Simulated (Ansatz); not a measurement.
Consider the following.

```
La2WN4
1.0
   -1.97999     1.97999     6.30829
    1.97999    -1.97999     6.30829
    1.97999     1.97999    -6.30829
La W N
2 1 4
Cartesian
  0.00000   0.00000   4.48346
  0.00000   0.00000   8.13312
  0.00000   0.00000   0.00000
  0.00000   0.00000   2.06050
  0.00000   0.00000  10.55608
  1.97999   0.00000   0.00000
  0.00000   1.97999   0.00000
```

No spin polarisation.

A single point on hypothetical I4/mmm La2WN4, its geometry relaxed with PBEsol.

Calculations: Ansatz (a quantum-chemistry and plane-wave program), r2SCAN, PAW, cutoff 500 eV, without spin-orbit coupling. k-mesh 17×17×17 (Γ-centred); smearing 0.05 eV (Fermi–Dirac).

Q: What is the computed pressure?

A: 4.1 GPa.

Q: Predict the band gap.

A: Zero.

Single points use the geometry relaxed with PBEsol. Spin-orbit coupling, missing from the scalar runs, can matter with W. Stability against distortions was not tested. All final runs are without spin polarisation. The cell is La$_{2}$WN$_{4}$ (space group I4/mmm, No. 139; a hypothetical phase, not in the database extracts checked). A zero or small gap of La2WN4 can be the functional's error rather than a property of the material.
